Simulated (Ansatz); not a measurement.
**What uniaxial strain ε_xx = +0.75 % does to SiO2**

Base system: SiO$_{2}$ (space group P3_221, No. 154; a = 4.866 Å, c = 5.365 Å). Axes: x lies along a and z along c of the hexagonal cell.

Perturbation: uniaxial strain ε_xx = +0.75 %, all other strain components held at zero, atoms relaxed at fixed cell.

Level of theory: LDA, PAW, 420 eV (Ansatz, a quantum-chemistry and plane-wave program; spin-orbit coupling left out). Settings: 8×8×6 k-points, 0.05 eV Fermi–Dirac smearing.

* **Volume per atom**: 12.32 Å³ (base 12.22 Å³)
* **Space group**: C2 (No. 5) (base P3_221 (No. 154))
* **Shortest interatomic distance**: 1.608 Å (base 1.608 Å)
* **Energy relative to the base (free energy F)**: +0.2 meV/atom
* **Band gap**: 5.80 eV (an upper bound: an edge found on the path is not a true extremum; the changed cell) (base 5.83 eV)
* **Largest internal atomic displacement**: 0.029 Å
* **Stress (xx, yy, zz, yz, xz, xy; compression positive)**: (-0.57, -0.08, -0.08, -0.13, 0.00, 0.00) GPa

Stability against distortions was not tested.
